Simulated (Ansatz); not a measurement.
TiAl with two functionals

Consider TiAl (space group P4/mmm, No. 123; a = 2.824 Å, c = 4.071 Å).

(Cell as relaxed with PBE.)

Levels (all Ansatz, a first-principles code, PAW): PBE (420 eV, spin-orbit coupling left out); r2SCAN (500 eV, no spin-orbit coupling).

Each level relaxes its own structure.

```tsv
quantity	PBE	r2SCAN
volume per atom	16.24 Å³	[?]
lattice parameter a	2.824 Å	[?]
lattice parameter c	4.071 Å	[?]
band gap	zero	[?]
```

Question: Given the PBE results, estimate those of r2SCAN.

Answer: 
- volume per atom, r2SCAN: 16.06 Å³
- lattice parameter a, r2SCAN: 2.813 Å
- lattice parameter c, r2SCAN: 4.058 Å
- band gap, r2SCAN: zero

PBE's volume per atom lies 0.18 Å³ above r2SCAN's (1.1 %); PBE's lattice parameter a lies 0.011 Å above r2SCAN's (0.4 %); PBE's lattice parameter c lies 0.0124 Å above r2SCAN's (0.3 %); the two agree on the band gap. Neither level is exact; r2SCAN is the comparison here, not a measurement.

Whether these cells are dynamically stable was not tested. The final runs are not spin-polarised.
